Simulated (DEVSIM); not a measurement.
Device: Ru/SiO2/p-Si capacitor, at 300 K.

Layer 1 from the left is SiO2, thickness (nm) 2.60. Layer 2 from the left is Si, thickness (nm) 830, Na (cm⁻³) 4.8e17.

Metal gate on the left, work function 4.7 eV. Fixed charge at the semiconductor interface -3.8e10 cm⁻² (in units of +e); interface traps 1e12 cm⁻² eV⁻¹, uniform in energy, neutral level at 0.5 of the gap above the valence band.

Constants are typed, rounded textbook-type inputs, not results; the design itself was drawn at random and stands for no fabricated device. Values at 300 K.

SiO2: gap (eV) 9, affinity (eV) 0.9, permittivity 3.9. Si: gap (eV) 1.124, affinity (eV) 4.05, permittivity 11.7, Nc (cm⁻³) 2.86e19, Nv (cm⁻³) 3.1e19.

Model (solved in DEVSIM): 1D Poisson equation in equilibrium, Boltzmann statistics, complete ionisation; no quantum confinement or tunnelling. Metal contacts follow the ideal Schottky-Mott rule: no Fermi-level pinning, no interface dipoles.

Problem. What does the simulation give for the minimum of the low-frequency capacitance, the threshold voltage (band bending 2φF), the flat-band voltage?

Solution. minimum of the low-frequency capacitance 0.303 μF/cm²; threshold voltage (band bending 2φF) 0.89 V; flat-band voltage -0.42 V.
